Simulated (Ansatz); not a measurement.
LaN (model structure, started from the zincblende type, F-43m, No. 216, 2 atoms in the cell) was calculated with PBEsol+SOC (Ansatz, a first-principles code, PAW).

Run with plane-wave cutoff 520 eV, 10×10×10 k mesh, Fermi–Dirac smearing 0.01 eV, PAW data made under PBE.

Cell (relaxed with PBEsol):

```xyz
2
Lattice="0.0000 2.7732 2.7732 2.7732 0.0000 2.7732 2.7732 2.7732 0.0000" Properties=species:S:1:pos:R:3 pbc="T T T"
N      4.1598     4.1598     4.1598
La     0.0000     0.0000     0.0000
```

**Question.** Predict the band gap, smallest direct gap on the k points sampled and Γ–Γ gap.

**Answer.** 
band gap: 0.98 eV (indirect)
smallest direct gap on the k points sampled: 2.13 eV
Γ–Γ gap: 3.15 eV

Note: the relaxation could raise the start's symmetry but not lower it, so the cell can be a saddle point.

Computed values are for the static lattice.

A model structure was made by putting elements into a prototype or built by hand; it is no filed structure, need not be a known phase, and can be a saddle point held by its symmetry.
